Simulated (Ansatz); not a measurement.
Results of PBEsol (plane waves, PAW; Ansatz, a program for electronic structure) for BBi (model structure, started from the zincblende type, F-43m, No. 216, 2 atoms in the cell).

Input file:

Ansatz 0.2 input:
```yaml
crystal:
  lattice:
    - [0.0, 2.7462323838, 2.7462323838]
    - [2.7462323838, 0.0, 2.7462323838]
    - [2.7462323838, 2.7462323838, 0.0]
  atoms:
    - { symbol: Bi, position: [0.75, 0.75, 0.75] }
    - { symbol: B, position: [0.0, 0.0, 0.0] }
basis:
  ecutwfc: 520
  ecutrho_ratio: 4
  xc_grid: 2
kpoints:
  mp_grid: { grid: [18, 18, 18] }
hamiltonian:
  xc: pbesol
  dispersion: none
  pseudopotentials: { kind: paw }
scf:
  occupations: { method: fermi_dirac, width: 0.05 }
output:
  forces: true
  stress: true
  eigenvalues: true
relax:
  f_tol: 0.004
  escape_saddle: false
  max_steps: 80
```

Excerpt of the program's output:

```
WARN output.stress: scf.convergence.dr2_threshold = 1e-7 eV (the SCF's general default) is looser than the 2e-10 eV advised for a printed stress (1e-10 eV for …
Relaxation: its limit of steps is 80 (relax.max_steps)
Crystal: 2 atoms, lattice volume = 41.423 Å³
Basis set: ecut = 520 eV, 1139 PW (Γ), exchange–correlation on 60×60×60 points (8 copies of the dense FFT grid, shifted against one another)
Bands: 13, of which v1, the nominal top of the filled ones, is band 9 counted from 1 (8 counted from 0)
Symmetry: 24 space group operations
Space group: F-43m (ITA 216), of the structure as read, at distance tolerance 3.5e-5 Å
k-points: 195 of 5832 (time reversal used)
Functional: x = pbesol(κ = 0.804, μ = 0.12345679012345678), c = pbesol(β = 0.046)
SCF iter   1: F=—  HF=-12393.103915 eV  |F-HF|=—  |Δ(HF+E_count)|=         —  Δρ=6.48e-3  dr2=3.09e-2
SCF iter   2: F=—  HF=-12393.096204 eV  |F-HF|=—  |Δ(HF+E_count)|=   7.71e-3  Δρ=2.15e-3  dr2=3.28e-3
  ...
SCF iter   5: F=—  HF=-12393.095387 eV  |F-HF|=—  |Δ(HF+E_count)|=   9.29e-6  Δρ=2.37e-5  dr2=2.28e-7
SCF iter   6: F=-12393.095387 eV  HF=-12393.095387 eV  |F-HF|=3.32e-9  |Δ(HF+E_count)|=   6.72e-9  Δρ=3.92e-6  dr2=6.69e-9
SCF 1 converged in 6 iterations: F = -12393.095387 eV  dr2 = 6.69e-9
relax step   1: F+E_penalty+E_count = -12393.09538693 eV  Δ(F+E_penalty+E_count) = +0.000e0 eV  max|allowed force component| = 3.146e-16 eV/Å  Δτ_max = 0.0000 Å  (6 SCF iters, accepted)
SCF converged after 6 iterations
Free energy (F): -12393.095387 eV
Internal energy: -12393.095339 eV  (E = F + TS)
E sigma→0 (E₀):  -12393.095363 eV
Fermi energy:    10.586124 eV
--- Forces (eV/Å), atoms counted from 1 ---
  atom   1  Bi     0.00000000    -0.00000000     0.00000000
  atom   2  B     -0.00000000    -0.00000000     0.00000000
--- Stress (GPa, compression-positive) ---
       -1.538859       0.000000       0.000000
       -0.000000      -1.538859       0.000000
       -0.000000       0.000000      -1.538859
  P = ⅓ Tr σ = -1.5389 GPa (-15.389 kbar)
```

The cell is one volume of an energy–volume scan, off the minimum.

The PAW data were made under PBE.

Note: the relaxation could raise the start's symmetry but not lower it, so the cell can be a saddle point.

A model structure was made by putting elements into a prototype or built by hand; it is no filed structure, need not be a known phase, and can be a saddle point held by its symmetry.
